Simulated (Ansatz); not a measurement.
Take HfB2 (space group P6/mmm, No. 191; a = 3.146 Å, c = 3.486 Å; relaxed with 0.1 eV smearing) as the base. Axes: x lies along a and z along c of the hexagonal cell.

Computed with Kohn–Sham DFT with the PBE functional, run in Ansatz (an electronic-structure program) with PAW and 420 eV plane waves, no spin-orbit coupling.

The change: the cell is scaled by 0.9750 in all directions, atoms relaxed at fixed cell.

Task: Predict the stress tensor and what it implies for the stiffness.

Result: Stress of the strained cell less that of the base (GPa, compression positive):
```
   22.8     0.0     0.0
    0.0    22.8     0.0
    0.0     0.0    20.3
```

Then B = −ΔP/(ΔV/V₀) with ΔV/V₀ = -0.0731 gives secant stiffness values (nonlinear terms included at this strain): B (at held cell shape, above the free-shape value) ≈ 300 GPa.

As a check, the harmonic strain energy −½ V₀ Δσ:ε is 51 meV/atom; the computed energy rise is 47 meV/atom.

Whether these cells are dynamically stable was not tested. The final runs are not spin-polarised.
